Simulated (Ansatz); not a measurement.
Rock-salt LaTe, treated with PBEsol (Ansatz, a program for electronic structure, plane waves, PAW).

Numerical settings: plane-wave cutoff 520 eV, 16×16×16 k mesh, Fermi–Dirac smearing 0.05 eV, scalar-relativistic PAW data made under PBE.

Computed at the level's own relaxed cell.

Q: Predict the equilibrium volume per atom, bulk modulus B0, equilibrium lattice constant a and pressure derivative B′ of the bulk modulus.

A: 
equilibrium volume per atom: 32.62 Å³/atom
bulk modulus B0: 61.7 GPa
equilibrium lattice constant a: 6.391 Å
pressure derivative B′ of the bulk modulus: 4.5

The run finds no gap.

Spin–orbit coupling is not included; it can open a gap where bands touch, and shift volumes and moduli.

The result took about 2.3 core-minutes (a rough figure).
